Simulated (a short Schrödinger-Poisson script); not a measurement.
Structure: symmetric double-gate stack, SiO2 on p-type Si(111), at 300 K.

| layer | material | thickness (nm) | Na (cm⁻³) |
|---|---|---|---|
| 1 | SiO2 | 1.6 | - |
| 2 | Si | 20 | 2e16 |
| 3 | SiO2 | 1.6 | - |

Constants are typed, rounded textbook-type inputs, not results; the design itself was drawn at random and stands for no fabricated device. SiO2: permittivity 3.9, conduction-band edge (eV) 3.15, gap (eV) 9, electron mass (mₑ) 0.5. Si: permittivity 11.7, conduction-band edge (eV) 0, gap (eV) 1.124, Nv at 300 K (cm⁻³) 3.1e19.

Channel valleys (confinement mass, in-plane density-of-states mass, number): Δ6 0.258, 0.358, 6. At the gates, both at one voltage, the conduction-band edge of layer 1 lies 3.15 eV − eVg above the Fermi level of the channel. Gaps are held at their typed values at every temperature. Mesh 0.03 nm at interfaces.

From a short Schrödinger-Poisson script (our own, NumPy): 1D Poisson equation in equilibrium, electrons quantum, Hartree (BenDaniel-Duke, 12 states a valley, the channel's in-plane mass for all, wave functions ending at the dielectric), parabolic valleys, classical holes, full ionisation, no traps, pinning or gate leakage.

The same stack at other levels of the model or other numerical settings:

```
run                                          sheet density of all electrons at Vg = 0.7 V (cm⁻²)  sheet density of all electrons at Vg = 0.1 V (cm⁻²)  capacitance of both gates at Vg = 0.7 V (μF/cm²)  gate voltage at 1e11 electrons/cm² (V)  rough cost against the base
-------------------------------------------  ---------------------------------------------------  ---------------------------------------------------  ------------------------------------------------  --------------------------------------  ---------------------------
base                                                                                     1.33e13                                              2.65e12                                              3.14                                   -0.15                      about 1
electrons treated as classical, Boltzmann                                                1.73e13                                              3.39e12                                              3.98                                   -0.15                         0.04
electrons treated as classical, Fermi-Dirac                                              1.67e13                                              3.36e12                                              3.76                                   -0.15                          0.1
mesh six times as coarse                                                                 1.34e13                                              2.65e12                                              3.14                                   -0.15                          0.3
```

The classical rows ignore confinement, and Boltzmann statistics overrate the density once the band edge passes the Fermi level.
